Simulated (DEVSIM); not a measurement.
Structure: Schottky contact on n-type GaSb, at 300 K.

| layer (left to right) | material | thickness (μm) | Nd (cm⁻³) | τn (s) | τp (s) |
|---|---|---|---|---|---|
| 1 | GaSb | 3.00 | 1.5e16 | 1.4e-8 | 1.4e-8 |

Left contact: Schottky, work function 4.46 eV, emission velocity 9.9e6 cm/s. Right contact: ohmic. Voltage is applied to the left contact. Recombination: SRH at mid-gap, radiative, Auger. Mobility is μmin + (μ − μmin)/(1 + (N/Nref)^α).

Constants are typed, rounded textbook-type inputs, not results; the design itself was drawn at random and stands for no fabricated device. Values at 300 K.

| parameter | GaSb |
|---|---|
| gap (eV) | 0.726 |
| affinity (eV) | 4.06 |
| permittivity | 15.7 |
| Nc (cm⁻³) | 2.1e17 |
| Nv (cm⁻³) | 1.8e19 |
| μn (cm²/Vs) | 5000 |
| μp (cm²/Vs) | 850 |
| μn,min | 1000 |
| μp,min | 190 |
| Nref,n | 2.8e17 |
| Nref,p | 9e17 |
| αn | 1.05 |
| αp | 0.65 |
| B (cm³/s) | 1e-10 |
| Cn (cm⁶/s) | 5e-30 |
| Cp (cm⁶/s) | 5e-30 |

DEVSIM, 1D drift-diffusion, Boltzmann statistics, complete ionisation; no tunnelling, impact ionisation, image-force lowering or self-heating. Metal contacts follow the ideal Schottky-Mott rule: no Fermi-level pinning, no interface dipoles.

Question: Tabulate band edges, carrier densities and field at zero bias.

Answer: Energies count from the Fermi level of the right contact; mesh points crowd at the junctions.

| x (μm) | Ec (eV) | Ev (eV) | n (cm⁻³) | p (cm⁻³) | field (V/cm) |
|---|---|---|---|---|---|
| 0.000 | 0.400 | -0.326 | 4.0e10 | 6.0e13 | -32000 |
| 0.01063 | 0.366 | -0.360 | 1.5e11 | 1.6e13 | -31000 |
| 0.02588 | 0.322 | -0.404 | 8.3e11 | 2.9e12 | -28000 |
| 0.04777 | 0.264 | -0.462 | 7.6e12 | 3.2e11 | -24000 |
| 0.09244 | 0.173 | -0.553 | 2.6e14 | 9.3e9 | -17000 |
| 0.1433 | 0.110 | -0.616 | 3.0e15 | 8.0e8 | -8500 |
| 0.2163 | 0.076 | -0.650 | 1.1e16 | 2.2e8 | -1900 |
| 0.3654 | 0.068 | -0.658 | 1.5e16 | 1.6e8 | -47 |
| 0.5351 | 0.068 | -0.658 | 1.5e16 | 1.6e8 | ≈ 0 |
| 0.7786 | 0.068 | -0.658 | 1.5e16 | 1.6e8 | ≈ 0 |
| 1.128 | 0.068 | -0.658 | 1.5e16 | 1.6e8 | ≈ 0 |
| 1.726 | 0.068 | -0.658 | 1.5e16 | 1.6e8 | ≈ 0 |
| 2.120 | 0.068 | -0.658 | 1.5e16 | 1.6e8 | ≈ 0 |
| 2.394 | 0.068 | -0.658 | 1.5e16 | 1.6e8 | ≈ 0 |
| 2.635 | 0.068 | -0.658 | 1.5e16 | 1.6e8 | ≈ 0 |
| 2.753 | 0.068 | -0.658 | 1.5e16 | 1.6e8 | ≈ 0 |
| 2.836 | 0.068 | -0.658 | 1.5e16 | 1.6e8 | ≈ 0 |
| 2.893 | 0.068 | -0.658 | 1.5e16 | 1.6e8 | ≈ 0 |
| 2.943 | 0.068 | -0.658 | 1.5e16 | 1.6e8 | ≈ 0 |
| 2.968 | 0.068 | -0.658 | 1.5e16 | 1.6e8 | ≈ 0 |
| 2.985 | 0.068 | -0.658 | 1.5e16 | 1.6e8 | ≈ 0 |
| 3.000 | 0.068 | -0.658 | 1.5e16 | 1.6e8 | ≈ 0 |
